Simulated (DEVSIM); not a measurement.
System: Cr/SiO2/p-GaSb capacitor, at 300 K.

| layer (left to right) | material | thickness (nm) | Na (cm⁻³) |
|---|---|---|---|
| 1 | SiO2 | 11.0 | - |
| 2 | GaSb | 460 | 1.7e18 |

Metal gate on the left, work function 4.5 eV. Fixed charge at the semiconductor interface 0 cm⁻² (in units of +e); no interface traps.

This is a model device: material constants are rounded textbook-type values typed into the input, and sizes, dopings and lifetimes were drawn at random. Values at 300 K.

```tsv
parameter	SiO2	GaSb
gap (eV)	9	0.726
affinity (eV)	0.9	4.06
permittivity	3.9	15.7
Nc (cm⁻³)	-	2.1e17
Nv (cm⁻³)	-	1.8e19
```

DEVSIM, 1D Poisson equation in equilibrium, Boltzmann statistics, complete ionisation; no quantum confinement or tunnelling. Metal contacts follow the ideal Schottky-Mott rule: no Fermi-level pinning, no interface dipoles.

Q: Tabulate band edges, carrier densities and field at 1.2 V on the gate.

A: Energies count from the Fermi level of the right contact; mesh points crowd at the junctions.

```json
[
 {"x (μm)": "0.000", "Ec (eV)": "2.400", "Ev (eV)": "-6.600", "n (cm⁻³)": "< 1e2", "p (cm⁻³)": "< 1e2", "field (V/cm)": "1100000"},
 {"x (μm)": "0.0009759", "Ec (eV)": "2.507", "Ev (eV)": "-6.493", "n (cm⁻³)": "< 1e2", "p (cm⁻³)": "< 1e2", "field (V/cm)": "1100000"},
 {"x (μm)": "0.002594", "Ec (eV)": "2.685", "Ev (eV)": "-6.315", "n (cm⁻³)": "< 1e2", "p (cm⁻³)": "< 1e2", "field (V/cm)": "1100000"},
 {"x (μm)": "0.005098", "Ec (eV)": "2.961", "Ev (eV)": "-6.040", "n (cm⁻³)": "< 1e2", "p (cm⁻³)": "< 1e2", "field (V/cm)": "1100000"},
 {"x (μm)": "0.008594", "Ec (eV)": "3.345", "Ev (eV)": "-5.655", "n (cm⁻³)": "< 1e2", "p (cm⁻³)": "< 1e2", "field (V/cm)": "1100000"},
 {"x (μm)": "0.01014", "Ec (eV)": "3.514", "Ev (eV)": "-5.486", "n (cm⁻³)": "< 1e2", "p (cm⁻³)": "< 1e2", "field (V/cm)": "1100000"},
 {"x (μm)": "0.01104", "Ec (eV)": "0.450", "Ev (eV)": "-0.276", "n (cm⁻³)": "5.8e9", "p (cm⁻³)": "4.2e14", "field (V/cm)": "270000"},
 {"x (μm)": "0.01264", "Ec (eV)": "0.491", "Ev (eV)": "-0.235", "n (cm⁻³)": "1.2e9", "p (cm⁻³)": "2.0e15", "field (V/cm)": "240000"},
 {"x (μm)": "0.01515", "Ec (eV)": "0.545", "Ev (eV)": "-0.181", "n (cm⁻³)": "1.4e8", "p (cm⁻³)": "1.7e16", "field (V/cm)": "190000"},
 {"x (μm)": "0.01993", "Ec (eV)": "0.616", "Ev (eV)": "-0.110", "n (cm⁻³)": "9600000", "p (cm⁻³)": "2.5e17", "field (V/cm)": "100000"},
 {"x (μm)": "0.02836", "Ec (eV)": "0.659", "Ev (eV)": "-0.067", "n (cm⁻³)": "1800000", "p (cm⁻³)": "1.3e18", "field (V/cm)": "17000"},
 {"x (μm)": "0.05289", "Ec (eV)": "0.665", "Ev (eV)": "-0.061", "n (cm⁻³)": "1400000", "p (cm⁻³)": "1.7e18", "field (V/cm)": "22"},
 {"x (μm)": "0.09156", "Ec (eV)": "0.665", "Ev (eV)": "-0.061", "n (cm⁻³)": "1400000", "p (cm⁻³)": "1.7e18", "field (V/cm)": "≈ 0"},
 {"x (μm)": "0.1650", "Ec (eV)": "0.665", "Ev (eV)": "-0.061", "n (cm⁻³)": "1400000", "p (cm⁻³)": "1.7e18", "field (V/cm)": "≈ 0"},
 {"x (μm)": "0.3231", "Ec (eV)": "0.665", "Ev (eV)": "-0.061", "n (cm⁻³)": "1400000", "p (cm⁻³)": "1.7e18", "field (V/cm)": "≈ 0"},
 {"x (μm)": "0.3936", "Ec (eV)": "0.665", "Ev (eV)": "-0.061", "n (cm⁻³)": "1400000", "p (cm⁻³)": "1.7e18", "field (V/cm)": "≈ 0"},
 {"x (μm)": "0.4308", "Ec (eV)": "0.665", "Ev (eV)": "-0.061", "n (cm⁻³)": "1400000", "p (cm⁻³)": "1.7e18", "field (V/cm)": "≈ 0"},
 {"x (μm)": "0.4496", "Ec (eV)": "0.665", "Ev (eV)": "-0.061", "n (cm⁻³)": "1400000", "p (cm⁻³)": "1.7e18", "field (V/cm)": "≈ 0"},
 {"x (μm)": "0.4625", "Ec (eV)": "0.665", "Ev (eV)": "-0.061", "n (cm⁻³)": "1400000", "p (cm⁻³)": "1.7e18", "field (V/cm)": "≈ 0"},
 {"x (μm)": "0.4671", "Ec (eV)": "0.665", "Ev (eV)": "-0.061", "n (cm⁻³)": "1400000", "p (cm⁻³)": "1.7e18", "field (V/cm)": "≈ 0"},
 {"x (μm)": "0.4695", "Ec (eV)": "0.665", "Ev (eV)": "-0.061", "n (cm⁻³)": "1400000", "p (cm⁻³)": "1.7e18", "field (V/cm)": "≈ 0"},
 {"x (μm)": "0.4710", "Ec (eV)": "0.665", "Ev (eV)": "-0.061", "n (cm⁻³)": "1400000", "p (cm⁻³)": "1.7e18", "field (V/cm)": "≈ 0"}
]
```
